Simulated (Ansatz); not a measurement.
Hexagonal WC was calculated with r²SCAN+rVV10 (Ansatz, a quantum-chemistry and plane-wave program, plane waves, PAW).

Run with plane-wave cutoff 600 eV, 24×24×22 k mesh (along the axes of the cell as run), Fermi–Dirac smearing 0.055 eV (set by the program), no spin polarisation, scalar-relativistic PAW data made under PBE.

Computed at the level's own relaxed cell.

```
CELL_PARAMETERS angstrom
      2.90686     0.00000     0.00000
     -1.45343     2.51741     0.00000
      0.00000     0.00000     2.83240
ATOMIC_POSITIONS crystal
  W  0.00000 0.00000 0.00000
  C  0.33333 0.66667 0.50000
```

Problem. Give the elastic tensor (Voigt notation, GPa, ions relaxed, in the Cartesian axes of the cell as printed).

Solution. 
```
  749.1   241.0   178.1     0.0     0.0     0.0
  241.0   749.1   178.1     0.0     0.0     0.0
  178.1   178.1  1004.9     0.0     0.0     0.0
    0.0     0.0     0.0   322.5     0.0     0.0
    0.0     0.0     0.0     0.0   322.5     0.0
    0.0     0.0     0.0     0.0     0.0   254.1
```

Spin–orbit coupling is not included.

The computed numbers hold no vibrational or temperature effects.
